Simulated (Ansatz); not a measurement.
## AlP, point defects

Start from a 24-atom supercell of AlP in the zinc blende structure (space group F-43m, No. 216; a = 5.470 Å) at its relaxed geometry.

One neutral defect a cell, atoms relaxed at fixed cell.

All numbers come from PBEsol/PAW in Ansatz (a first-principles code), no SOC, earlier PAW set.

```tsv
variant	largest displacement of a host atom from its site in the perfect cell	total moment of the cell	pressure
perfect supercell	–	–	0.0 GPa
Al on a P site (antisite)	0.21 Å	0.6 μB	1.9 GPa
Al interstitial (started 2.23 Å from the nearest host atom)	0.32 Å	0.0 μB	1.5 GPa
P on a Al site (antisite)	0.06 Å	0.0 μB	-0.3 GPa
Nb on a Al site	0.09 Å	2.0 μB	1.0 GPa
```

Other magnetic orders, which the real material may have, were not ruled out. The cell is small, so the values are those of an ordered compound at a high defect concentration; dilute-limit values will differ. The mesh was chosen for an insulator and is coarse for the gapless case. Starting moments died away, wholly or in part, for Al on a P site (antisite), Al interstitial (started 2.23 Å from the nearest host atom) and P on a Al site (antisite); another magnetic solution may exist.
